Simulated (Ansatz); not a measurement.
Functionals compared on NH3 on the 1x1 (0001) surface of hcp Ti, one in a 2x2 cell, started at the site 'top Ti', in Ansatz (plane waves, PAW). The structure was relaxed with PBE; the other rows are single points on it, each with its references at the same level. Cutoff 420 eV (500 eV for r2SCAN).

Slab: 20 atoms, 6.8 Å thick at the start under the adsorbate (thin: gaps and levels are the slab's own); k 6x6x1, smearing 0.1 eV, dipole-corrected; 8 atoms held, the rest relaxed; held to the start's symmetry, so lower structures may exist; no spin, no spin-orbit, no U, no dispersion correction. At the end it is bonded to Ti. In PBE it is, or lies within 0.03 eV of, the lowest of the starts that converged. These notes are the PBE run's. Adsorption energies are against NH3(g). A negative adsorption energy means that the adsorbate is more stable on the surface than in its reference.

| functional | adsorption energy (eV) | work function of the top face (eV) | change of the work function (eV) | rough cost of the single point |
|---|---|---|---|---|
| PBE | -0.86 | 2.39 | -2.00 | – |
| RPBE | -0.68 | 2.32 | -1.97 | very roughly 60 core-seconds |
| r2SCAN | -1.01 | 2.31 | -2.21 | about 2.2 core-minutes (a rough figure) |

Ansatz is an electronic-structure program.
